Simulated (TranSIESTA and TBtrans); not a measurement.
Run with TranSIESTA and TBtrans (open boundaries, self-consistent; PseudoDojo norm-conserving potentials, scalar-relativistic): PAO.BasisSize DZP, PAO.EnergyShift 0.15 eV, XC.Authors PBE, Mesh.Cutoff 200 Ry, ElectronicTemperature 300 K, TS.Voltage 0.0 eV, TBT.Elecs.Eta 0.001 eV, no spin polarisation.

Junction: Na chain with one bond stretched by 3.0 Å. Leads: straight Na chain, spacing 3.3 Å. Geometry: as built, not relaxed.

### Question
Predict: conductance at 300 K (G0 = 2e²/h); thermopower (μV/K); mean T from −0.5 to 0.5 eV.

### Answer
conductance at 300 K (G0 = 2e²/h): 0.14; thermopower (μV/K): -4.4; mean T from −0.5 to 0.5 eV: 0.12. The straight chain is held at its spacing; free chains may zigzag or dimerise. No spin-polarised start was tried, so a magnetic state, if there is one, is missed.
